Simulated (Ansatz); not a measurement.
## ZrGe2 (model structure, started from the AlB2 type, P6/mmm, No. 191, 3 atoms in the cell): properties by level of theory

```json
[
 {"level (code)": "PBE (Ansatz)", "equilibrium lattice constant a (Å)": "?", "c axis length (Å)": "?", "formation enthalpy (eV/atom)": "?"},
 {"level (code)": "PBEsol (Ansatz)", "equilibrium lattice constant a (Å)": "4.314", "c axis length (Å)": "3.450", "formation enthalpy (eV/atom)": "-0.193"},
 {"level (code)": "PBE-D3(BJ) (Ansatz)", "equilibrium lattice constant a (Å)": "4.325", "c axis length (Å)": "3.439", "formation enthalpy (eV/atom)": "-0.190"}
]
```

Question: Complete the blanks.

Answer: 
- PBE (Ansatz, a first-principles code), equilibrium lattice constant a (Å): 4.376
- PBE (Ansatz), c axis length (Å): 3.502
- PBE (Ansatz), formation enthalpy (eV/atom): -0.119

Ansatz's density-functional and Hartree–Fock values are scalar-relativistic unless marked +SOC, with PAW data made under PBE.

The computed numbers hold no vibrational or temperature effects.

A model structure was made by putting elements into a prototype or built by hand; it is no filed structure, need not be a known phase, and can be a saddle point held by its symmetry.
